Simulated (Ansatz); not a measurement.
Sb on the N site (Sb_N) in wurtzite AlN (start: the N site; 96-site cell, 2×2×2 shifted sampling). All values below come from PBE, PAW (plane waves to 420 eV; Ansatz, an electronic-structure program). Total energies of the localised charge states, counted from that of charge +1, and their image corrections (point charge with alignment); the host's valence-band maximum lies at 6.942 eV on the cells' energy zero and its gap is 4.03 eV.

```json
[
 {"charge": "+1", "moment (μB)": "1.0", "E − E(first) (eV)": "0.000", "correction (eV)": "0.558"},
 {"charge": "0", "moment (μB)": "not spin-polarised", "E − E(first) (eV)": "8.633", "correction (eV)": "0.000"}
]
```

Question: Derive the transition levels above the valence-band maximum and say which of them are thermodynamic.

Answer: A level is the Fermi energy at which two charges have equal formation energy: ε(q/q′) = [E(q′) + corr(q′) − E(q) − corr(q)] / (q − q′) − E_VBM.
ε(+1/0) = [(8.633 + 0.000) − (0.000 + 0.558)] / 1 − 6.942 = 1.13 eV
Thermodynamic levels at least 0.1 eV inside the gap: (+1/0) at 1.13 eV. They hold to tenths of an eV in this cell. Only the charges listed were compared. At charge −1 the carrier sat in host band states, shallow at most. Flagged in the runs: a host whose relaxation on this sampling wasn't shown to rest, a strain field that reaches the edge of the cell.
